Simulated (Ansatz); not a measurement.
Start from BN in the zinc blende structure (space group F-43m, No. 216; a = 3.6097 Å). Axes: x, y, z lie along the cube axes.

It is then changed as follows: a pure shear with ε_xy = ε_yx = 0.0057; the atoms relax in the strained cell.

Calculations: r2SCAN/PAW in Ansatz (a program for electronic structure), without spin-orbit coupling.

Give the band edges at the high-symmetry points of the new zone, measured from its valence-band maximum.


| point | valence edge (eV) | conduction edge (eV) |
|---|---|---|
| Γ | 0.00 | 9.41 |
| X | -5.03 | 4.97 |
| F₂ | -4.35 | 7.41 |
| Σ₀ | -4.35 | 7.41 |
| Y₀ | -4.20 | 7.60 |
| U₀ | -4.20 | 7.60 |
| R | -2.09 | 10.68 |
| W | -6.73 | 10.34 |
| S | -2.00 | 10.89 |
| T | -5.14 | 4.98 |

The gap is 4.97 eV, indirect, Γ → X.

Stability against distortions was not tested. k-point labels follow each cell's own Brillouin zone.
